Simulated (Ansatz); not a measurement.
Consider SiO₂ in the rutile structure (space group P4_2/mnm, No. 136; a = 4.236 Å, c = 2.690 Å). Axes: x, y, z lie along a, b, c of the conventional cell.

Method: DFT with PBE, PAW potentials and a 420 eV plane-wave cutoff in Ansatz (a first-principles code), no spin-orbit coupling.

It is then changed as follows: uniaxial strain ε_zz = −1.20 %, all other strain components held at zero, atoms relaxed at fixed cell.

**Question.** Predict the stress tensor and what it implies for the stiffness.

**Answer.** Stress of the strained cell less that of the base (GPa, compression positive):
```
   2.19    0.00    0.00
   0.00    2.19    0.00
   0.00    0.00    8.64
```

Then −Δσ_ii/ε with ε = -0.0120 gives relaxed-ion elastic constants: C33 ≈ 720 GPa, C13 ≈ 182 GPa and C23 ≈ 182 GPa.

Stability against distortions was not tested.
